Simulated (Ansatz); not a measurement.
The starting structures come from a database of crystals and need not be the phases stable at ambient conditions.

The decay constant κ of evanescent states in the gap governs leakage through a thin film.

Given:

```
CdMgTe2
1.0
    4.61119     0.00000     0.00000
    2.30559     3.99341     0.00000
    2.30560     1.33114     7.28141
Mg Cd Te
1 1 2
Direct
  0.50082   0.50082   0.49754
  0.99949   0.99949   0.00152
  0.87338   0.87338   0.37985
  0.37629   0.37629   0.87113
```

Space group of this cell: R3m. The cell is strained (lengths along the current scaled by 0.97, ions clamped).

Transport runs along the normal of the first two printed cell vectors, the (001) (indices of the unstrained crystal) plane of the conventional cell.

No gap correction and no spin-orbit coupling; mid-gap values are interpolated between computed energies.

Problem. State the band gap and the smallest decay constant κ at mid-gap according to PBEsol run with Ansatz (a first-principles code).

Solution. Gap 1.29 eV on a 8×8×8 mesh; κ = 0.098 1/Å, at the zone centre.
